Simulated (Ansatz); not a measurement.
A self-consistent single point of a (001) slab of SrHI (cut from a parent of space group no. 129; 6 atoms in the cell) with Ansatz (an electronic-structure program).

Computed with PBEsol, default PAW files made with PBE (plane waves; Ansatz).

```xyz
6
Lattice="4.3024 0.0000 0.0000 0.0000 4.3024 0.0000 0.0000 0.0000 19.7531" Properties=species:S:1:pos:R:3 pbc="T T T"
Sr     0.0000     2.1512    11.1968
Sr     2.1512     0.0000     8.5563
H      2.1512     2.1512     9.8766
H      0.0000     0.0000     9.8766
I      0.0000     2.1512     7.0000
I      2.1512     0.0000    12.7531
```

Reference input (self-consistent single point, DFT, PBEsol, plane waves, default PAW files made with PBE): basis.ecutwfc = 420 eV; kpoints.mp_grid.grid = 5 5 1; hamiltonian.xc = pbesol; hamiltonian.pseudopotentials = {kind: paw} (the program's default PAW files); scf.occupations.method = fermi_dirac; scf.occupations.width = 0.05 eV. This run's input differs from it in these lines:

Ansatz 0.2 input:
```diff
@@ -17,3 +17,3 @@
   mp_grid:
-    grid: [5, 5, 1]
+    grid: [11, 11, 1]
 hamiltonian:
```

The program printed (abridged):

```
SCF iter   1: F=—  HF=-21887.410600 eV  |F-HF|=—  |Δ(HF+E_count)|=         —  Δρ=2.77e-3  dr2=5.32e-2  ethr=1.77e-3  ⟨swp⟩=18.8  Hψ=5507  notcnv=0
all-band conjugate gradients solve this SCF's bands
preconditioner: auto → Resta (q_TF=auto, 1.996 Å⁻¹)
SCF iter   2: F=—  HF=-21887.400100 eV  |F-HF|=—  |Δ(HF+E_count)|=   1.05e-2  Δρ=1.31e-3  dr2=5.75e-3  ethr=9.50e-5  ⟨swp⟩=3.7  Hψ=1335  notcnv=0  defer=32
SCF iter   3: F=—  HF=-21887.400121 eV  |F-HF|=—  |Δ(HF+E_count)|=   2.05e-5  Δρ=5.13e-4  dr2=9.85e-4  ethr=1.03e-5  ⟨swp⟩=2.0  Hψ=1051  notcnv=0  defer=32
SCF iter   4: F=—  HF=-21887.400419 eV  |F-HF|=—  |Δ(HF+E_count)|=   2.98e-4  Δρ=1.01e-4  dr2=3.83e-5  ethr=1.76e-6  ⟨swp⟩=2.0  Hψ=869  notcnv=0  defer=32
SCF iter   5: F=—  HF=-21887.400434 eV  |F-HF|=—  |Δ(HF+E_count)|=   1.51e-5  Δρ=2.15e-5  dr2=1.20e-6  ethr=6.85e-8  ⟨swp⟩=2.1  Hψ=916  notcnv=0  defer=33
SCF iter   6: F=-21887.400436 eV  HF=-21887.400436 eV  |F-HF|=1.70e-7  |Δ(HF+E_count)|=   1.89e-6  Δρ=4.17e-6  dr2=3.76e-8  ethr=1.79e-10  ⟨swp⟩=15.5  Hψ=4387  notcnv=0
SCF 1 converged in 6 iterations: F = -21887.400436 eV  dr2 = 3.76e-8
Free energy (F): -21887.400436 eV
Internal energy: -21887.400436 eV  (E = F + TS)
E sigma→0 (E₀):  -21887.400436 eV
Fermi energy:    0.584288 eV
--- Forces (eV/Å), atoms counted from 1 ---
  atom   1  Sr     0.00000000     0.00000000    -0.05396158
  atom   2  Sr     0.00000000     0.00000000     0.05396158
  atom   3  H      0.00000000     0.00000000    -0.00000000
  atom   4  H      0.00000000     0.00000000     0.00000000
  atom   5  I      0.00000000     0.00000000     0.16408417
  atom   6  I      0.00000000     0.00000000    -0.16408417
--- Stress (GPa, compression-positive) ---
       -0.864027       0.000000       0.000000
        0.000000      -0.864027       0.000000
        0.000000       0.000000      -0.475930
  P = ⅓ Tr σ = -0.7347 GPa (-7.347 kbar)
  The stress holds the Pulay correction. Without it, at fixed plane waves, as pw.x and ABINIT print it: P = -0.7484 GPa
```

The run converged in 6 iterations. Against the reference run the free energy hardly moves (within 1 meV/atom), the largest force moves little (0.165 to 0.164 eV/Å) and the gap on the mesh goes from 3.847 to 3.822 eV.

The starting cell comes from a database of computed structures (which also holds hypothetical and non-ambient phases and stackings), without a prior relaxation at this level. The slab is cut from that crystal, and its faces are unrelaxed. Its lattice was rescaled by up to half a per cent. Spin-orbit coupling is off. Spin polarisation is off, though cut faces can carry moments; a gap of a slab can lie between surface states.
